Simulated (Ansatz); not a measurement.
Ir in the fcc (Cu type) structure (space group Fm-3m, No. 225)

Space group Fm-3m (No. 225); a = b = c = 3.8444 Å, α = β = γ = 90.00°

```csv
atom,site,symmetry,x,y,z
Ir,4a,m-3m,0.0000,0.0000,0.0000
```
(The calculation used a cell of 1 atom; values per cell refer to that cell.)

Method: r2SCAN in Ansatz (plane waves to 500 eV, PAW, no spin-orbit coupling). k-mesh 21×21×21 (Γ-centred); smearing 0.05 eV (Fermi–Dirac).

| Property | Result |
|---|---|
| Volume per atom | 14.20 Å³ |
| Density | 22.47 g/cm³ |
| Band gap | zero |
| Total energy | -11948.723 eV/atom (σ→0; compares only within this code and set-up) |

Whether these cells are dynamically stable was not tested. All final runs are without spin polarisation.

Ansatz is a first-principles code.
